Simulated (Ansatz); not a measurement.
An Ansatz (a quantum-chemistry and plane-wave program) input (DFT with r2SCAN, PAW potentials and a 500 eV plane-wave cutoff in Ansatz, spin-orbit coupling left out):

Ansatz 0.2 input:
```yaml
crystal:
  lattice:
    - [0, 2.4954553839, 2.4954553839]
    - [2.4954553839, 0, 2.4954553839]
    - [2.4954553839, 2.4954553839, 0]
  atoms:
    - { symbol: Pb, position: [0, 0, 0] }
basis: { ecutwfc: 500, ecutrho_ratio: 4, xc_grid: 4, fft_grid_basis: typed }
kpoints: { mp_grid: { grid: [16, 16, 16] } }
hamiltonian:
  xc: r2scan
  dispersion: none
  pseudopotentials: { kind: paw }
scf: { occupations: { method: fermi_dirac, width: 0.05 }, convergence: { dr2_threshold: 0.0000000001 } }
output: { forces: true, stress: true }
```

Problem. Which symmetry and how many k-points will the program report, and about how many plane waves at Γ?

Solution. Space group Fm-3m (ITA 225) with 48 operations, k-points 145 of 4096, and 749 plane waves at Γ.

Whether these cells are dynamically stable was not tested. The cell is Pb in the fcc (Cu type) structure (space group Fm-3m, No. 225).
